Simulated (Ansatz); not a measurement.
BePd (Pm-3m): band-structure transport figures

Data:

```yaml
crystal:
  lattice:
    - [2.79925, 0.00000, 0.00000]
    - [0.00000, 2.79925, 0.00000]
    - [0.00000, 0.00000, 2.79925]
  atoms:
    - { symbol: Be, position: [0.00000, 0.00000, 0.00000] }
    - { symbol: Pd, position: [0.50000, 0.50000, 0.50000] }
```

Level of theory: PBEsol, rigid bands (plane waves, PAW, scalar-relativistic; Ansatz, an electronic-structure program). How the cell was made: cell and atoms relaxed with PBEsol.

```json
{
  "density of states at the Fermi level": "1.07 states/(eV·cell), both spins",
  "bare Sommerfeld coefficient": "1.26 mJ/(mol of atoms·K²)",
  "drude_plasma_energy": "7.1 eV",
  "root-mean-square Fermi velocity": "6.3e5 m/s",
  "resistivity times τ": "9.7 ×10⁻²² Ω·m·s"
}
```

A metal at this level (no band gap); rigid bands, thermally averaged at 300 K, both spins. Spin-orbit coupling is left out. τ is one relaxation time for all states.

Formula and space group known from diffraction (Crystallography Open Database), not checked to be the room-temperature form: BePd (Pm-3m).
